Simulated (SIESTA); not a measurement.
# A self-consistent single point of Ag3Au (I4mm, 4 atoms in the cell) with SIESTA

Method: GGA PBEsol, numerical atomic orbitals DZP, PseudoDojo PBEsol standard norm-conserving potentials (rewritten from UPF to PSML) run with SIESTA 5.4.2.

This input was run:

```
# files in the folder: Ag.psml Au.psml (PseudoDojo PBEsol standard)
SystemName  Ag3Au
SystemLabel siesta

NumberOfAtoms                4
NumberOfSpecies              2
%block ChemicalSpeciesLabel
  1 47 Ag
  2 79 Au
%endblock ChemicalSpeciesLabel
LatticeConstant              1.0 Ang
%block LatticeVectors
    -2.053322000    2.053322000    4.085307000
     2.053322000   -2.053322000    4.085307000
     2.053322000    2.053322000   -4.085307000
%endblock LatticeVectors
AtomicCoordinatesFormat      Ang
%block AtomicCoordinatesAndAtomicSpecies
    -0.000000000    2.053322000    2.042653500  1
     2.053322000    0.000000000    2.042653500  1
     0.000000000   -0.000000000    4.135302987  1
     0.000000000    0.000000000    0.000000000  2
%endblock AtomicCoordinatesAndAtomicSpecies

XC.functional                GGA
XC.authors                   PBEsol
PAO.BasisSize                DZP
PAO.EnergyShift              0.005 Ry
MeshCutoff                   350 Ry
%block kgrid.MonkhorstPack
    5   0   0  0.0
    0   5   0  0.0
    0   0   5  0.0
%endblock kgrid.MonkhorstPack
OccupationFunction           MP
OccupationMPOrder            0
ElectronicTemperature        1160.45 K

MaxSCFIterations             150
SCF.Mixer.Method             Pulay
SCF.Mixer.Weight             0.1
SCF.Mixer.History            8
SCF.DM.Tolerance             1.0E-05
Diag.ParallelOverK           true
WriteForces                  true
Charge.Mulliken              end
```

Output (repeated stretches shortened):

```
reinit: Reading from file input.fdf

reinit: System Name: Ag3Au
reinit: System Label: siesta

coor:   Atomic-coordinates input format  =     Cartesian coordinates
coor:                                          (in Angstroms)

siesta: Atomic coordinates (Bohr) and species
siesta:     -0.00000   3.88022   3.86006  1        1
siesta:      3.88022   0.00000   3.86006  1        2
siesta:      0.00000  -0.00000   7.81459  1        3
siesta:      0.00000   0.00000   0.00000  2        4

siesta: System type = bulk

initatomlists: Number of atoms, orbitals, and projectors:      4    76    79

siesta: ******************** Simulation parameters ****************************
redata: Spin configuration                          = none
redata: Time-Reversal Symmetry                      = T
redata: Number of Atomic Species                    =        2
redata: Mesh Cutoff                                 =   350.0000 Ry
redata: Net charge of the system                    =     0.0000 |e|
redata: Min. number of SCF Iter                     =        0
redata: Max. number of SCF Iter                     =      150
redata: SCF convergence failure will abort job
redata: SCF mix quantity                            = Hamiltonian
redata: Mix DM or H after convergence               =   F
redata: Recompute H after scf cycle                 =   F
redata: Mix DM in first SCF step                    =   T
redata: No kicks to SCF
redata: DM Mixing Weight for Kicks                  =     0.5000
redata: Require Harris convergence for SCF          =   F
redata: Harris energy tolerance for SCF             =     0.000100 eV
redata: Require DM convergence for SCF              =   T
redata: DM tolerance for SCF                        =     0.000010
redata: Require EDM convergence for SCF             =   F
redata: EDM tolerance for SCF                       =     0.001000 eV
redata: Require H convergence for SCF               =   T
   [... lines left out ...]
diag: Used triangular part                          = Lower
diag: Absolute tolerance                            =  0.100E-15
diag: Orthogonalization factor                      =  0.100E-05
diag: Memory factor                                 =  1.0000

superc: Internal auxiliary supercell:     5 x     5 x     7  =     175
superc: Number of atoms, orbitals, and projectors:    700  13300  13825

                        Single-point calculation

superc: Internal auxiliary supercell:     5 x     5 x     7  =     175
superc: Number of atoms, orbitals, and projectors:    700  13300  13825

outcell: Unit cell vectors (Ang):
       -2.053322    2.053322    4.085307
        2.053322   -2.053322    4.085307
        2.053322    2.053322   -4.085307

outcell: Cell vector modules (Ang)   :    5.012185    5.012185    5.012185
outcell: Cell angles (23,13,12) (deg):    131.6323    131.6323     70.8104
outcell: Cell volume (Ang**3)        :     68.8968
new_DM -- step:     1
Initializing Density Matrix...

Attempting to read DM from file... Failed...
DM filled with atomic data:

InitMesh: MESH = 50 x 50 x 40 = 100000
InitMesh: Mesh cutoff (required, used) =   350.000   382.095 Ry

stepf: Methfessel-Paxton step function
       Using Hermite-Gauss polynomials of order  0
        iscf     Eharris(eV)        E_KS(eV)     FreeEng(eV)     dDmax    Ef(eV) dHmax(eV)
   scf:    1   -16617.168835   -16644.137115   -16644.149008  2.221002 -1.395334 12.088993
   scf:    2   -16652.855819   -16648.714878   -16648.731108  0.245989 -1.830043  8.634670
   scf:    3   -16656.461619   -16654.157766   -16654.165192  0.439794 -2.764617  0.676813
   scf:    4   -16654.172097   -16654.171817   -16654.179129  0.069256 -2.819325  0.314087
   scf:    5   -16654.179359   -16654.176247   -16654.183602  0.012446 -2.817099  0.073428
   scf:    6   -16654.163897   -16654.172962   -16654.180412  0.028788 -2.845239  0.343664
   [... 3 lines left out ...]
   scf:   10   -16654.177411   -16654.177442   -16654.184831  0.002185 -2.857227  0.018619
   scf:   11   -16654.177463   -16654.177457   -16654.184845  0.001768 -2.857433  0.000639
   scf:   12   -16654.177457   -16654.177457   -16654.184845  0.000033 -2.857391  0.000811
   scf:   13   -16654.177457   -16654.177457   -16654.184845  0.000108 -2.857414  0.000077
   scf:   14   -16654.177457   -16654.177457   -16654.184845  0.000005 -2.857416  0.000005
SCF Convergence by DM+H criterion
max |DM_out - DM_in|         :     0.0000048486
max |H_out - H_in|      (eV) :     0.0000048468
SCF cycle converged after 14 iterations

Using DM_out to compute the final energy and forces

siesta: E_KS(eV) =           -16654.1775

siesta: E_KS - E_eggbox =    -16654.1775

siesta: Atomic forces (eV/Ang):
     1   -0.000096    0.000105    0.148779
     2    0.000105   -0.000096    0.148779
     3   -0.000015   -0.000015   -0.243639
     4   -0.000024   -0.000024   -0.055107
   Tot   -0.000029   -0.000029   -0.001188
   Max    0.243639
   Res    0.094281    sqrt( Sum f_i^2 / 3N )
   Max    0.243639    constrained

Stress tensor Voigt[x,y,z,yz,xz,xy] (kbar):       47.06       47.06       43.98        0.62        0.62        0.45
(Free)E + p*V (eV/cell)   -16656.1645
Target enthalpy (eV/cell)   -16654.1848

siesta: Program's energy decomposition (eV):
siesta: Ebs     =     -2496.716626
siesta: Eions   =     21636.114572
siesta: Ena     =      2059.252717
siesta: Ekin    =      5465.721797
siesta: Enl     =      -104.750059
siesta: Eso     =         0.000000
siesta: Edftu   =         0.000000
siesta: DEna    =       118.361209
siesta: DUscf   =         3.315905
siesta: DUext   =         0.000000
siesta: Ex      =     -2403.148695
siesta: Ec      =      -156.815759
siesta: Exc     =     -2559.964454
siesta: Eharris =    -16654.177457
siesta: Etot    =    -16654.177457
siesta: FreeEng =    -16654.184845

siesta: Atomic forces (eV/Ang):
siesta:      1   -0.000096    0.000105    0.148779
siesta:      2    0.000105   -0.000096    0.148779
siesta:      3   -0.000015   -0.000015   -0.243639
siesta:      4   -0.000024   -0.000024   -0.055107
siesta: ----------------------------------------
siesta:    Tot   -0.000029   -0.000029   -0.001188

siesta: Stress tensor (static) (eV/Ang**3):
siesta:     0.029375    0.000280    0.000386
siesta:     0.000280    0.029375    0.000386
siesta:     0.000386    0.000386    0.027450

siesta: Cell volume =         68.896762 Ang**3

siesta: Pressure (static):
siesta:                Solid            Molecule  Units
   [... lines left out ...]
siesta:         -46.03571998        -42.95982112  kBar
   [... lines left out ...]
               4s      5s      5s      4py     4pz     4px     5py     5pz
               5px     4dxy    4dyz    4dz2    4dxz    4dx2-y2 4dxy    4dyz
               4dz2    4dxz    4dx2-y2
   1 18.922   1.980   0.820  -0.152   1.997   1.997   1.997   0.233   0.219
              0.237   1.847   1.800   1.867   1.802   1.838   0.073   0.101

              0.077   0.097   0.094
   2 18.922   1.980   0.820  -0.152   1.997   1.997   1.997   0.237   0.219
              0.233   1.847   1.802   1.867   1.800   1.838   0.073   0.097

              0.077   0.101   0.094
   3 18.950   1.979   0.832  -0.166   1.997   1.995   1.997   0.230   0.259
              0.230   1.757   1.846   1.825   1.846   1.879   0.126   0.073

              0.106   0.073   0.068

Species: Au
Atom  Qatom  Qorb
               5s      6s      6s      5py     5pz     5px     6py     6pz
               6px     5dxy    5dyz    5dz2    5dxz    5dx2-y2 5dxy    5dyz
               5dz2    5dxz    5dx2-y2
   4 19.205   2.013   1.569  -0.525   1.991   1.992   1.991   0.227   0.232
              0.227   1.806   1.804   1.846   1.804   1.834   0.080   0.078

              0.073   0.078   0.085

mulliken: Qtot =       76.000

Mulliken Atomic Populations:
Atom #   charge [q] valence [e]  Species
     1     0.077695   18.922305  Ag
     2     0.077695   18.922305  Ag
     3     0.050018   18.949982  Ag
     4    -0.205407   19.205407  Au
 Total    -0.000000
```

The run converged in 14 iterations.

The starting cell comes from a database of computed structures (which also holds hypothetical and non-ambient phases and stackings), without a prior relaxation at this level. Its lattice was rescaled by up to half a per cent. One atom was moved a little off its site on purpose. Values carry the incompleteness of an atom-centred basis. With a pressure of about -5 GPa the cell is away from its equilibrium volume at this level.

Cost on one core of a shared machine: roughly 40 s.
